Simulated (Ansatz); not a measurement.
The parent structure is CuAu (space group P4/mmm, No. 123; a = 2.8129 Å, c = 3.5930 Å; relaxed with 0.1 eV smearing). Axes: x, y, z lie along a, b, c of the conventional cell.

Method: DFT with PBEsol, PAW potentials and a 420 eV plane-wave cutoff in Ansatz (a first-principles code), scalar-relativistic without spin-orbit coupling.

Before the change:

- Volume per atom: 14.21 Å³

The change: biaxial strain −3.00 %, plane normal [001], relaxed out of plane (Cartesian); in-plane vectors clamped, the third vector and the atoms free.

Task: Estimate the effect on the volume per atom.

Result: The volume per atom decreases by 0.17 Å³ (14.21 Å³ → 14.04 Å³).

Task: Estimate the effect on the in-plane stress.

Result: The mean in-plane stress (compression positive) comes out as +4.1 GPa.

Stability against distortions was not tested. The final runs are not spin-polarised.
